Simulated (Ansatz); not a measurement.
Base system: Sb (space group R-3m, No. 166; a = 4.3197 Å, c = 11.0234 Å (hexagonal axes); relaxed with 0.1 eV smearing).

All numbers come from PBE-D3(BJ) (Ansatz, a first-principles code, PAW, no SOC).

Before the change:

The pressure is 0.0 GPa.

Perturbation: every lattice vector is stretched by 2.43 %; the atoms relax in the strained cell.

How does this affect the pressure?

The pressure (mean of the normal stresses, compression positive) goes from zero to -2.8 GPa.

What happens to the energy relative to the base?

The energy increases by 21 meV/atom.

What happens to the largest internal atomic displacement?

The largest internal atomic displacement amounts to 0.039 Å.

Stability against distortions was not tested.
